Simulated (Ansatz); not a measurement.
Consider the following.

```yaml
crystal:
  lattice:
    - [5.54133, 0.00000, 0.00000]
    - [0.00000, 5.54133, 0.00000]
    - [0.00000, 0.00000, 5.54133]
  atoms:
    - { symbol: Fe, position: [0.00000, 0.00000, 0.00000] }
    - { symbol: Fe, position: [0.50000, 0.50000, 0.00000] }
    - { symbol: Fe, position: [0.00000, 0.50000, 0.50000] }
    - { symbol: Fe, position: [0.50000, 0.00000, 0.50000] }
    - { symbol: S, position: [0.38343, 0.38343, 0.38343] }
    - { symbol: S, position: [0.88343, 0.11657, 0.61657] }
    - { symbol: S, position: [0.61657, 0.88343, 0.11657] }
    - { symbol: S, position: [0.11657, 0.61657, 0.88343] }
    - { symbol: S, position: [0.61657, 0.61657, 0.61657] }
    - { symbol: S, position: [0.11657, 0.88343, 0.38343] }
    - { symbol: S, position: [0.38343, 0.11657, 0.88343] }
    - { symbol: S, position: [0.88343, 0.38343, 0.11657] }
```

No spin polarisation.

Computed with PBE/PAW in Ansatz (a first-principles code), without spin-orbit coupling, earlier PAW set. Γ-centred 5×5×5 mesh, Fermi–Dirac width 0.05 eV.

Task: Estimate the gap character.

Result: Indirect, Γ–R (38 % along) → Γ.

Task: What band gap does the calculation give?

Result: 0.47 eV.

The cells carry an imposed strain or load. No phonon test of stability was made. The final runs are not spin-polarised. The cell was made from FeS$_{2}$ (space group Pa-3, No. 205; non-magnetic) by this change: isotropic strain +2.55 %.
